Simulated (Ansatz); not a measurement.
System: CaTiO3 (Pnma, No. 62). Method: BLYP in Ansatz (PAW).

Settings: plane-wave cutoff 520 eV, 6×6×6 k mesh, Fermi–Dirac smearing 0.01 eV, no spin polarisation, scalar-relativistic PAW data made under PBE.

Cell (relaxed at this level):

```
CaTiO3
1.0
    5.43883     0.00000     0.00000
    0.00000     5.54802     0.00000
    0.00000     0.00000     7.74165
Ca Ti O
4 4 12
Cartesian
  5.38857   2.53055   1.93541
  2.76968   5.30456   1.93541
  0.05026   3.01747   5.80624
  2.66916   0.24346   5.80624
  0.00000   0.00000   0.00000
  2.71942   2.77401   3.87082
  0.00000   0.00000   3.87082
  2.71942   2.77401   0.00000
  0.43275   0.11726   1.93541
  2.28667   2.89127   1.93541
  5.00608   5.43075   5.80624
  3.15216   2.65674   5.80624
  1.13754   1.61011   4.19407
  1.58188   4.38412   7.41840
  4.30129   3.93790   0.32325
  3.85696   1.16389   3.54758
  4.30129   3.93790   3.54758
  3.85696   1.16389   0.32325
  1.13754   1.61011   7.41840
  1.58188   4.38412   4.19407
```

Task: What does this level give for the bulk modulus, band gap and pressure derivative B′ of the bulk modulus?

Result: 
* **bulk modulus**: 165 GPa
* **band gap**: 2.36 eV (direct)
* **pressure derivative B′ of the bulk modulus**: 4.3

Note: the relaxation could not lower the start's symmetry, so the cell can be a saddle point above a distorted one; the bulk modulus comes from volumes at which shape and atoms were relaxed.

The result took roughly 50 core-minutes.

Ansatz is an electronic-structure program.
